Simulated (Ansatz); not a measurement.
Reference: ZnSe (F-43m), HSE06, rigid bands (plane waves, PAW, scalar-relativistic; Ansatz, a quantum-chemistry and plane-wave program); geometry: cell and atoms relaxed with PBEsol.

```
CELL_PARAMETERS angstrom
      0.00000     2.81672     2.81672
      2.81672     0.00000     2.81672
      2.81672     2.81672     0.00000
ATOMIC_POSITIONS crystal
  Zn 0.00000 0.00000 0.00000
  Se 0.75000 0.75000 0.75000
```

| Quantity | Value |
|---|---|
| band gap | 2.50 eV |
| electron conductivity mass | 0.143 mₑ |
| Seebeck coefficient, n-type 1e19 cm⁻³ | -87 μV/K |

Replace Se by S on the same sites and relax. What happens?

ZnS (F-43m): volume per atom 22.3 to 19.2 Å³; band gap rises (2.50 eV to 3.46 eV); electron conductivity mass rises (0.143 mₑ to 0.21 mₑ); Seebeck coefficient, n-type 1e19 cm⁻³ rises in size (-87 μV/K to -119 μV/K).

Moves up to 5 % count as about the same. Masses are for dilute carriers at 300 K, harmonic means over directions unless an axis is named. Seebeck coefficients are for the stated density at 300 K, with one relaxation time for all states and whether or not that doping can be reached. Spin-orbit coupling is left out.
